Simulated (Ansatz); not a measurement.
The reference is GaSe (space group P6_3/mmc, No. 194; a = 3.769 Å, c = 15.964 Å; layered, stacked along the Cartesian z axis).

Computed with Kohn–Sham DFT with the PBE-D3(BJ) functional, run in Ansatz (a quantum-chemistry and plane-wave program) with PAW and 420 eV plane waves, no spin-orbit coupling, earlier PAW set.

For the base:

The gap between the host's bands is 0.87 eV.

Modification: electron doping at 3.0×10^21 cm⁻³ (0.589 per cell), with a uniform compensating background at fixed cell and a 300 K Fermi–Dirac width.

### Question
How does this affect the Fermi level from band edge?

### Answer
The Fermi level relative to the doped band's edge (positive inside the band; to 0.05 eV) amounts to +0.65 eV.

### Question
What happens to the gap between the host's bands?

### Answer
The gap between the host's bands is still 0.87 eV.

Carriers are added with a uniform compensating background; total energy and stress of such cells depend on the potential's zero and are not compared; many-body gap narrowing is missing at this level. Stability against distortions was not tested.
